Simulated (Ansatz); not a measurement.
Amorphous Hf18O37Zn, 56 atoms at 8.88 g/cm³, one PBE-relaxed geometry, zone centre. Methods: PBE, scalar-relativistic without spin-orbit coupling (Ansatz, a program for electronic structure); r2SCAN, scalar-relativistic without spin-orbit coupling (Ansatz); HSE06, scalar-relativistic without spin-orbit coupling (Ansatz). Plane waves to 420 eV (r2SCAN 500 eV); exact exchange is cut at the cell's faces. At PBE the levels at the filled edge of the gap are localised (band-tail or defect states). All rungs ran without spin polarisation.

The cell was made by melting and quenching with the CHGNet potential and then relaxed with DFT. O atoms were pushed apart under 1.9 Å during the dynamics, to hinder bonds among them. The hot cell started wider than the set density and was brought back towards it in steps. It is the lowest in DFT energy of 2 quenches. It is a model cell: composition and starting density were chosen by hand, and all elements were melted together. No dispersion term was used. Its density started from a set value of 8.88 and ended at 8.88 g/cm³. Cooling (nominally 450 K/ps over its main leg) ran many orders faster than in experiment, which tends to leave more defects and strain. A cell of this size samples the disorder only roughly. The volume was held where the preparation left it and the shape relaxed, at a PBE pressure of 0.4 GPa. On a 2×2×2 Γ-centred mesh force components of up to 0.16 eV/Å stay, since the relaxation ran on the zone centre alone.

The relaxation ran on the zone centre alone. At PBE the level gap is 3.81 eV on a 2×2×2 Γ-centred mesh, and the spacing at the zone centre alone 3.89 eV.

Q: What zone-centre spacing does r2SCAN give, roughly?

A: 4.35 eV (+0.46 eV against PBE).

Q: What zone-centre spacing does HSE06 give, roughly?

A: 5.44 eV (+1.55 eV against PBE).

The highest filled and the lowest empty state spread over these numbers of atoms (participation numbers): PBE: 7.4 and 23.7; r2SCAN: 7.1 and 21.1; HSE06: 7.1 and 22.2.
